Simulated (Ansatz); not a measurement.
**Response to strain in AlN**

The reference is AlN in the wurtzite structure (space group P6_3mc, No. 186; a = 3.114 Å, c = 4.983 Å). Axes: x lies along a and z along c of the hexagonal cell.

Strains are applied to the cell and any free atomic positions relax.

Calculations: PBEsol in Ansatz (plane waves to 420 eV, PAW, without spin-orbit coupling).

Notes on the quantities. energy relative to the base: free energy F; pressure: mean of the normal stresses, compression positive.

```json
[
 {"change": "base", "energy relative to the base": "0 meV/atom", "band gap": "4.09 eV", "shortest interatomic distance": "3.574 bohr", "pressure": "0.01 GPa"},
 {"change": "uniaxial strain ε_xx = −3.00 %", "energy relative to the base": "+12 meV/atom", "band gap": "4.41 eV", "shortest interatomic distance": "3.530 bohr", "pressure": "6.64 GPa"},
 {"change": "uniaxial strain ε_xx = −2.40 %", "energy relative to the base": "+7.4 meV/atom", "band gap": "4.36 eV", "shortest interatomic distance": "3.539 bohr", "pressure": "5.24 GPa"},
 {"change": "uniaxial strain ε_xx = −1.80 %", "energy relative to the base": "(withheld)", "band gap": "(withheld)", "shortest interatomic distance": "(withheld)", "pressure": "(withheld)"},
 {"change": "uniaxial strain ε_xx = −1.20 %", "energy relative to the base": "+1.8 meV/atom", "band gap": "4.23 eV", "shortest interatomic distance": "3.556 bohr", "pressure": "2.56 GPa"},
 {"change": "uniaxial strain ε_xx = −0.60 %", "energy relative to the base": "+0.4 meV/atom", "band gap": "4.16 eV", "shortest interatomic distance": "3.565 bohr", "pressure": "1.27 GPa"}
]
```

Task: Fill in the withheld entries from the trend.

Result: 
- uniaxial strain ε_xx = −1.80 %, energy relative to the base: +4.1 meV/atom
- uniaxial strain ε_xx = −1.80 %, band gap: 4.30 eV
- uniaxial strain ε_xx = −1.80 %, shortest interatomic distance: 3.547 bohr
- uniaxial strain ε_xx = −1.80 %, pressure: 3.88 GPa

Gaps are read on the SCF mesh and a high-symmetry path. Stability against distortions was not tested.

Ansatz is a quantum-chemistry and plane-wave program.
